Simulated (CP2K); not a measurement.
One base run on Tl (P-1, 2 atoms in the cell) and variants with one or two settings moved

```
Tl
1.0
    3.49734     0.00000     0.00000
   -1.74867     3.02879     0.00000
    0.00000     0.00000     5.64656
Tl
2
Direct
  0.34247   0.68094   0.24786
  0.65753   0.31906   0.75214
```

Base run A: LDA (Pade form), GPW, DZVP-MOLOPT-SR-GTH basis, GTH-PADE potentials (GTH_POTENTIALS) (CP2K 2026.2), self-consistent single point.

Its settings: CUTOFF = 500 Ry; REL_CUTOFF = 50 Ry; SMEAR/METHOD = FERMI_DIRAC; ELECTRONIC_TEMPERATURE = 1160.45 K; KPOINTS/SCHEME = MONKHORST-PACK 7 7 3; XC_FUNCTIONAL = PADE; Tl/BASIS_SET = DZVP-MOLOPT-SR-GTH-q13; Tl/POTENTIAL = GTH-PADE-q13; METHOD = GPW; EPS_DEFAULT = 1e-11; NGRIDS = 5; SCF_GUESS = ATOMIC; EPS_SCF = 1e-06; MAX_SCF = 100; ADDED_MOS = 5; MIXING/METHOD = BROYDEN_MIXING; MIXING/ALPHA = 0.2; MIXING/NBUFFER = 12.

The starting cell comes from a database of computed structures (which also holds hypothetical and non-ambient phases and stackings), without a prior relaxation at this level. Its atoms were displaced at random from the sites of space group no. 194. Values carry the incompleteness of an atom-centred basis. Without a gap this mesh is coarse (it stands for a supercell whose shortest vector is 17 Å).

ΔF is the free energy per atom less that of run A. A dash stands where there is no value to compare (another energy zero or no entropy term, no result, no spin, no clean gap, or a mesh too coarse for one). Absolute energies have different zeros for different potentials, functionals, Hubbard and dispersion terms and are not compared across them.

Run A gave: pressure (GPa) -2.61; largest force (eV/Å) 0.044; k-points 74.

Runs:
- B: SMEAR/METHOD: FERMI_DIRAC → MARZARI_VANDERBILT; ELECTRONIC_TEMPERATURE: 1160.45 K → default; SIGMA: default → 0.2 eV
- C: lattice scaled by 0.985; CUTOFF: 500 Ry → 300 Ry
- D: KPOINTS/SCHEME: MONKHORST-PACK 7 7 3 → MACDONALD 7 7 4 0 0 0.125
- E: CUTOFF: 500 Ry → 800 Ry; XC_FUNCTIONAL: PADE → MGGA_X_R2SCAN + MGGA_C_R2SCAN; Tl/POTENTIAL: GTH-PADE-q13 → GTH-PBE-q13 [r2SCAN]
- F: CUTOFF: 500 Ry → 800 Ry; XC_FUNCTIONAL: PADE → MGGA_X_SCAN + MGGA_C_SCAN; Tl/POTENTIAL: GTH-PADE-q13 → GTH-PBE-q13 [SCAN]
- G: ELECTRONIC_TEMPERATURE: 1160.45 K → 23.21 K
- H: XC_SMOOTH_RHO: default → NN10; XC_DERIV: default → NN10_SMOOTH

Problem. What does run F change against A?

Solution. The pressure goes from -2.61 to -0.61 GPa and the largest force goes from 0.044 to 0.057 eV/Å.

Problem. What does run B change against A?

Solution. The free energy goes up by 3.2 meV/atom, the pressure moves little (-2.61 to -2.62 GPa) and the largest force stays at 0.044 eV/Å.

```tsv
run	ΔF (meV/atom)	pressure (GPa)	largest force (eV/Å)	k-points
A	0.00	-2.61	0.044	74
B	3.2	-2.62	0.044	74
C	-16.1	-1.21	0.054	74
D	32.7	-2.27	0.026	99
E	–	-0.82	0.051	74
F	–	-0.61	0.057	74
G	3.9	-2.62	0.040	74
H	440.0	-4.32	0.044	74
```
